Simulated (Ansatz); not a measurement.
We look at the energy of the reaction as written. Reaction: cell B → cell A. Negative: the products are lower in energy.

Cell A: a sheet of composition Rh2, 2 atoms, hexagonal cell of 3.80 Å (12.5 Å²), symmetry P-3m1, 0.8 Å thick under 16 Å of vacuum, in-plane vectors relaxed; planes from bottom to top: Rh × 2; a model cell; spin state with PBE: no moments, k-point mesh 18×18×1.
```
Rh
1.0
    3.80233     0.00000     0.00000
   -1.90116     3.29291     0.00000
    0.00000     0.00000    16.84641
Rh
2
Cartesian
  0.00000   2.19528   8.82436
  1.90116   1.09764   8.02205
```

Cell B: a sheet of composition Rh2, 2 atoms, hexagonal cell of 4.05 Å (14.2 Å²), symmetry P6/mmm, 0.0 Å thick under 16 Å of vacuum, in-plane vectors relaxed; planes from bottom to top: Rh2, all atoms in one plane; a model cell; spin state with PBE: no moments, k-point mesh 18×18×1.
```yaml
crystal:
  lattice:
    - [4.05415, 0.00000, 0.00000]
    - [-2.02708, 3.51100, 0.00000]
    - [0.00000, 0.00000, 16.00000]
  atoms:
    - { symbol: Rh, position: [0.33333, 0.66667, 0.50000] }
    - { symbol: Rh, position: [0.66667, 0.33333, 0.50000] }
```

All numbers come from Ansatz (a first-principles code), plane waves with PAW, its PAW set soft_1, cutoff 420 eV. The structures are at rest with PBE. Neutral cells; Fermi-Dirac smearing of at most 0.10 eV in the solids, energies taken to zero width. A dispersion term (D3(BJ), or D4 for r2SCAN) was computed beside these levels and is taken off wherever the name lacks it. No zero-point or thermal terms. The cells' k-point meshes differ in density, so the last digit is unsettled. Cell A has symmetry P-3m1 and got no random move, so less symmetric positions, which may lie lower, weren't tried. Cell B has symmetry P6/mmm and got no random move, so less symmetric positions, which may lie lower, weren't tried.

Problem. What value does PBE give?

Solution. -0.68 eV, for cell B → cell A.
